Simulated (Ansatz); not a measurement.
Take BN (space group P6_422, No. 181; a = 2.595 Å, c = 5.797 Å; a hypothetical phase, not in the database extracts checked) as the base. Axes: x lies along a and z along c of the hexagonal cell.

All numbers come from PBEsol (Ansatz, a program for electronic structure), without spin-orbit coupling.

Strains are applied to the cell and any free atomic positions relax.

One change was made to it. Results:

| quantity | base | after |
|---|---|---|
| pressure (mean of the normal stresses, compression positive) | 0.01 GPa | -0.20 GPa |
| shortest interatomic distance | 161.8 pm | 159.5 pm |
| energy relative to the base (free energy F) | 0 meV/atom | +6.7 meV/atom |

Task: What was done to the base?
A. isotropic strain −1.41 %
B. strain tensor (xx, yy, zz, yz, xz, xy) = (+2.69, +0.19, −1.94, −1.03, +0.39, +2.00) %
C. strain tensor (xx, yy, zz, yz, xz, xy) = (−0.58, +0.79, −0.05, −0.80, +0.19, +1.25) %

Result: C, strain tensor (xx, yy, zz, yz, xz, xy) = (−0.58, +0.79, −0.05, −0.80, +0.19, +1.25) %. For comparison, the energy relative to the base in the other runs: isotropic strain −1.41 % gives +13 meV/atom; strain tensor (xx, yy, zz, yz, xz, xy) = (+2.69, +0.19, −1.94, −1.03, +0.39, +2.00) % gives +29 meV/atom.

Stability against distortions was not tested. The base started in P3_121 and relaxed to P6_422 at this level.
